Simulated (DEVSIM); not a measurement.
System: Al0.25Ga0.75As/GaAs p-n heterojunction, at 300 K.

Layer 1 from the left is Al0.25Ga0.75As, thickness (μm) 1.30, Na (cm⁻³) 7.6e17, τn (s) 1.4e-8, τp (s) 1.4e-8. Layer 2 from the left is GaAs, thickness (μm) 0.210, Nd (cm⁻³) 2.1e17, τn (s) 1.4e-8, τp (s) 1.4e-8.

Left contact: ohmic. Right contact: ohmic. Voltage is applied to the left contact. Recombination: SRH at mid-gap, radiative. Mobility is μmin + (μ − μmin)/(1 + (N/Nref)^α).

Constants are typed, rounded textbook-type inputs, not results; the design itself was drawn at random and stands for no fabricated device. Values at 300 K.

Al0.25Ga0.75As: gap (eV) 1.7357, affinity (eV) 3.8725, permittivity 12.19, Nc (cm⁻³) 6.5e17, Nv (cm⁻³) 9e18, μn (cm²/Vs) 4375, μp (cm²/Vs) 221, μn,min 500, μp,min 20, Nref,n 6e16, Nref,p 1.5e17, αn 0.39, αp 0.38, B (cm³/s) 2e-10. GaAs: gap (eV) 1.424, affinity (eV) 4.07, permittivity 12.9, Nc (cm⁻³) 4.7e17, Nv (cm⁻³) 9e18, μn (cm²/Vs) 8500, μp (cm²/Vs) 400, μn,min 500, μp,min 20, Nref,n 6e16, Nref,p 1.5e17, αn 0.39, αp 0.38, B (cm³/s) 2e-10.

Simulated with DEVSIM: 1D drift-diffusion, Boltzmann statistics, complete ionisation; no tunnelling, impact ionisation, image-force lowering or self-heating. Band offsets follow the typed affinities; no thermionic-emission limit at abrupt steps, no polarisation charge.

Question: What does the simulation give for the largest field in the device at zero bias, the dark forward voltage at 1 A/cm², the dark forward voltage at 100 A/cm²?

Answer: largest field in the device at zero bias 270000 V/cm; dark forward voltage at 1 A/cm² 1.067 V; dark forward voltage at 100 A/cm² 1.190 V.
